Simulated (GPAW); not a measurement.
```xyz
4
Lattice="0.0000 4.6731 4.6731 4.6731 0.0000 4.6731 4.6731 4.6731 0.0000" Properties=species:S:1:pos:R:3 pbc="T T T"
Cs     2.3366     2.3366     2.3366
Cs     7.0097     7.0097     7.0097
Cs     4.6731     4.6731     4.7231
Bi     0.0000     0.0000     0.0000
```

Method of the run: PBEsol, GPAW PAW datasets PBEsol (made by gpaw-setup) (plane waves; GPAW 25.7.0).

The set-up and first iterations of a GPAW log for Cs3Bi (I4mm, 4 atoms in the cell):

```
Input parameters:
  convergence: {density: 7e-09,
                eigenstates: 2e-18,
                energy: 2e-14}
  kpts: {gamma: True,
         size: (2, 2, 2)}
  maxiter: 100
  mode: {ecut: 600.0,
         name: pw}
  nbands: -8
  occupations: {name: methfessel-paxton,
                order: 0,
                width: 0.272}
  symmetry: {symmorphic: False,
             tolerance: 0.0005}
  xc: PBEsol

species:
  Cs:
    name: Caesium
    Z: 55.0
    valence: 9
    core: 46
    charge: 0.0
    file: Cs.PBEsol.gz

    # Using partial waves for Cs as LCAO basis

  Bi:
    name: Bismuth
    Z: 83.0
    valence: 15
    core: 68
    charge: 0.0
    file: Bi.PBEsol.gz

    # Using partial waves for Bi as LCAO basis

Reference energy: -1219839.104585  # eV

Spin-paired calculation

Convergence criteria:
 Maximum [total energy] change in last 3 cyles: 2e-14 eV / valence electron
   [... lines left out ...]
  Fine grid: 80*80*80 grid
  Total Charge: 0.000000

Density mixing:
  Method: separate
  Backend: pulay
  Linear mixing parameter: 0.05
  old densities: 5
  Damping of long wavelength oscillations: 50

Hamiltonian:
  XC and Coulomb potentials evaluated on a 80*80*80 grid
  External potential:
    NoExternalPotential

XC parameters: PBEsol with 2 nearest neighbor stencil

Number of atoms: 4
Number of atomic orbitals: 24
Number of bands in calculation: 29
Number of valence electrons: 42
Bands to converge: occupied

Density initialized from atomic densities
  24 bands from LCAO basis set
  5 bands from random numbers

Atomic positions and initial magnetic moments

Positions:
   0 Cs     2.336556    2.336556    2.336556    ( 0.0000,  0.0000,  0.0000)
   1 Cs     7.009668    7.009668    7.009668    ( 0.0000,  0.0000,  0.0000)
   2 Cs     4.673112    4.673112    4.723114    ( 0.0000,  0.0000,  0.0000)
   3 Bi     0.000000    0.000000    0.000000    ( 0.0000,  0.0000,  0.0000)

Unit cell:
           periodic     x           y           z      points  spacing
  1. axis:    yes    0.000000    4.673112    4.673112    40     0.1349
  2. axis:    yes    4.673112    0.000000    4.673112    40     0.1349
  3. axis:    yes    4.673112    4.673112    0.000000    40     0.1349

  Lengths:   6.608778   6.608778   6.608778
  Angles:   60.000000  60.000000  60.000000

Effective grid spacing dv^(1/3) = 0.1472
     iter     time        total  log10-change:
                         energy   eigst   dens
iter:   1 --:--:--   -11.636751
iter:   2 --:--:--   -11.103684   -1.86  -1.05
iter:   3 --:--:--    -9.221723   -1.46  -1.10
iter:   4 --:--:--    -9.192688   -2.89  -1.49
iter:   5 --:--:--    -9.206607   -2.17  -1.54
```

Q: How does the run end?

A: The run ended unconverged after 100 iterations. It gives no final result for the task that was set. The log goes on:

```
   [... 57 lines left out ...]
iter:  63 --:--:--    -9.084087  -13.78  -7.29
iter:  64 --:--:--    -9.084087  -15.19  -7.73
iter:  65 --:--:--    -9.084087  -14.88  -7.84
   [... lines left out ...]
iter:  99 --:--:--    -9.084087  -22.51c -11.70c
iter: 100 --:--:--    -9.084087  -23.31c -12.09c

Did not converge!

Here are some tips:

1) Make sure the geometry and spin-state is physically sound.
2) Use less aggressive density mixing.
3) Solve the eigenvalue problem more accurately at each scf-step.
4) Use a smoother distribution function for the occupation numbers.
5) Try adding more empty states.
6) Use enough k-points.
7) Don't let your structure optimization algorithm take too large steps.
8) Solve the Poisson equation more accurately.
9) Better initial guess for the wave functions.

See details here:

    https://gpaw.readthedocs.io/documentation/convergence.html
Traceback (most recent call last):
   [... frames left out ...]
gpaw.KohnShamConvergenceError: Did not converge!  See text output for help.
```

The starting cell comes from a database of computed structures (which also holds hypothetical and non-ambient phases and stackings), without a prior relaxation at this level. Its lattice was rescaled by up to half a per cent. One atom was moved a little off its site on purpose. Spin-orbit coupling is off.

The run was DFT PBEsol, plane waves, GPAW PAW datasets PBEsol (made by gpaw-setup). Main settings of its input:

* **mode**: pw
* **ecut**: 600 eV
* **xc**: PBEsol
* **kpts**: 2 2 2
* **mesh shift (steps)**: 0 0 0
* **occupations.name**: methfessel-paxton
* **occupations.width**: 0.272 eV
* **occupations.order**: 0
* **nbands**: -8
* **convergence.energy**: 2e-14 eV/electron
* **convergence.density**: 7e-09 e/electron
* **convergence.eigenstates**: 2e-18
